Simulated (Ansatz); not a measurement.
Defect: Ta-vacancy pair (Ta on one host W site, one W site vacant) in bcc W, neutral cell. The step: one W atom jumps into the vacancy from a nearby W site (Ta-vacancy distance between ideal sites 2.76 → 4.50 Å); the atom moves 2.69 Å along (-0.49, 0.49, -0.48) of the unit cell; the moving atom starts with neighbours 2 W at 2.73, W at 2.74, 2 W at 2.76, W at 2.77, W at 2.78, W at 3.14, 2 W at 3.16, 2 W at 3.20, W at 3.23 Å and ends with Ta at 2.78; W at 2.72, W at 2.74, 3 W at 2.76, W at 2.78, W at 3.12, W at 3.14, W at 3.17, W at 3.19, W at 3.22, W at 3.25 Å. DFT values are from Ansatz (plane-wave PAW, 420 eV unless said) in a cell of 36 host sites, spin-restricted, static, with no finite-size correction. Forms of the defect that were not tried may lie lower. For the PBE band: the saddle point's order was not checked.

```csv
Level,Forward barrier (eV),Cost of the band or of the saddle's single point
"CHGNet universal potential (has no charge state), its own band",0.84,-
"PBE, a 2×2×3 k-point mesh shifted by half a step, band relaxed",1.57,roughly 70 core-minutes
"PBE, a 3×3×5 k-point mesh shifted by half a step, same geometries",1.64,very roughly 5 core-minutes
"r2SCAN at 500 eV, a 2×2×3 k-point mesh shifted by half a step, same geometries",[?],roughly 5 core-minutes
```

### Question
Fill in the missing entries.

### Answer

- r2SCAN at 500 eV, a 2×2×3 k-point mesh shifted by half a step, same geometries, Forward barrier (eV): 1.72

Ansatz is a quantum-chemistry and plane-wave program.
